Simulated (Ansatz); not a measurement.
Al_Si in silicon (start: the Si site; 64-site cell, 2×2×2 shifted sampling), host crystal and elements as references (Δμ(Si) = 0.00 eV, Δμ(Al) = 0.00 eV; Al taken from its element, since no compound that bounds it was computed at this level; only phases computed here count, gases as isolated molecules at 0 K). Computed with PBE, PAW (plane waves to 420 eV; Ansatz, a first-principles code). In charge state −1 (not spin-polarised) the formation energy is 1.05 eV with the Fermi level at the valence-band maximum; take the Fermi level 0.20 eV above it, where this charge is the stable one. The crystal has 4.89 × 10^22 Si sites per cm³.

Problem. Estimate the equilibrium concentration at 900 K in the dilute limit, leaving out vibrational entropy and degeneracy.

Solution. E_f = 1.05 + (−1)(0.2) = 0.85 eV; kT = 0.0776 eV; c = N exp(−E_f / kT) = 4.89 × 10^22 × exp(−11.0) ≈ 8 × 10^17 cm^-3. An error of 0.2 eV in E_f moves this by a factor of 13.
